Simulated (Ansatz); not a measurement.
Take SiC (space group P6_3mc, No. 186; a = 3.078 Å, c = 15.107 Å) as the base.

Structures relaxed with r2SCAN/PAW in Ansatz (a program for electronic structure), no spin-orbit coupling.

Base:

Simulated powder pattern, Cu Kα1, λ = 1.54056 Å (kinematic, ideal powder, no thermal factors, no anomalous dispersion; the 14 strongest lines at most, above 2 %, up to 2θ = 90°):

```tsv
2θ (°)	I/Imax (%)	hkl
34.12	56	(101)
35.63	67	(006)
35.68	100	(102)
38.16	60	(103)
41.42	24	(104)
45.33	9.3	(105)
54.67	12	(107)
59.98	31	(108)
60.06	61	(110)
65.68	28	(109)
71.76	12	(1 0 10)
71.82	47	(116)
71.86	12	(202)
73.42	9.4	(203)
```

The change: full substitution Si → Ti, then cell and atoms are relaxed.

Question: How do the reflections move or split?

Answer: 
Simulated powder pattern, Cu Kα1, λ = 1.54056 Å (kinematic, ideal powder, no thermal factors, no anomalous dispersion; the 14 strongest lines at most, above 2 %, up to 2θ = 90°):

```json
[
 {"2θ (°)": "30.93", "I/Imax (%)": "56", "hkl": "(101)"},
 {"2θ (°)": "32.52", "I/Imax (%)": "100", "hkl": "(102)"},
 {"2θ (°)": "34.40", "I/Imax (%)": "65", "hkl": "(006)"},
 {"2θ (°)": "35.02", "I/Imax (%)": "75", "hkl": "(103)"},
 {"2θ (°)": "38.28", "I/Imax (%)": "41", "hkl": "(104)"},
 {"2θ (°)": "42.16", "I/Imax (%)": "9.4", "hkl": "(105)"},
 {"2θ (°)": "51.35", "I/Imax (%)": "16", "hkl": "(107)"},
 {"2θ (°)": "53.98", "I/Imax (%)": "59", "hkl": "(110)"},
 {"2θ (°)": "56.51", "I/Imax (%)": "21", "hkl": "(108)"},
 {"2θ (°)": "62.02", "I/Imax (%)": "20", "hkl": "(109)"},
 {"2θ (°)": "64.45", "I/Imax (%)": "11", "hkl": "(202)"},
 {"2θ (°)": "65.60", "I/Imax (%)": "47", "hkl": "(116)"},
 {"2θ (°)": "65.98", "I/Imax (%)": "11", "hkl": "(203)"},
 {"2θ (°)": "67.86", "I/Imax (%)": "11", "hkl": "(1 0 10)"}
]
```

The indices refer to each structure's own conventional cell; one index is shown for lines that coincide.

No phonon test of stability was made. As relaxed here, TiC is a hypothetical phase, not in the database extracts checked. All final runs are without spin polarisation.
